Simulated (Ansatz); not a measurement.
Consider WSi2 (space group I4/mmm, No. 139; a = 3.2289 Å, c = 7.8697 Å; relaxed with 0.1 eV smearing). Axes: x, y, z lie along a, b, c of the conventional cell.

Level of theory: PBE (Ansatz, a program for electronic structure), scalar-relativistic without spin-orbit coupling.

The change: the cell is scaled by 1.0224 in all directions; the atoms relax in the strained cell.

Predict the stress tensor and what it implies for the stiffness.

Stress of the strained cell less that of the base (GPa, compression positive):
```
  -12.0     0.0     0.0
    0.0   -12.0     0.0
    0.0     0.0   -13.3
```

Then B = −ΔP/(ΔV/V₀) with ΔV/V₀ = 0.0687 gives secant stiffness values (nonlinear terms included at this strain): B (at held cell shape, above the free-shape value) ≈ 181 GPa.

As a check, the harmonic strain energy −½ V₀ Δσ:ε is 36 meV/atom; the computed energy rise is 39 meV/atom.

Stability against distortions was not tested. The final runs are not spin-polarised.
